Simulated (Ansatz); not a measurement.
Take C (space group R-3, No. 148; a = 6.318 Å, c = 3.846 Å (hexagonal axes); a hypothetical phase, not in the database extracts checked) as the base. Axes: x lies along a and z along c of the hexagonal cell.

Now apply this change: strain tensor (xx, yy, zz, yz, xz, xy) = (−1.31, +0.05, +0.38, −0.26, −0.18, −0.89) %, atoms relaxed at fixed cell.

Levels (all Ansatz, a quantum-chemistry and plane-wave program, PAW): PBEsol (420 eV, no spin-orbit coupling); r2SCAN (500 eV, without spin-orbit coupling); HSE06 (420 eV, no SOC).

One geometry, relaxed with PBEsol, under each level:

| level | band gap | lowest conduction level above the VBM at special points | pressure |
|---|---|---|---|
| PBEsol | 2.86 eV | Z 2.86 eV; X 3.37 eV; T 3.41 eV; R 4.20 eV | 4.22 GPa |
| r2SCAN | … | … | … |
| HSE06 | 4.10 eV | Z 4.10 eV; X 4.64 eV; T 4.68 eV; Γ 7.94 eV | – |

### Question
Give the withheld r2SCAN results.

### Answer

- r2SCAN, band gap: 3.12 eV
- r2SCAN, lowest conduction level above the VBM at special points: Z 3.12 eV; X 3.66 eV; T 3.70 eV; R 4.60 eV
- r2SCAN, pressure: 8.98 GPa

Single points use the geometry relaxed with PBEsol. Their cutoffs differ, which shifts pressures a little. The hybrid gap comes from the SCF mesh plus the semilocal run's edge points and a few special points and is an upper bound. No phonon test of stability was made. k-point labels follow each cell's own Brillouin zone.
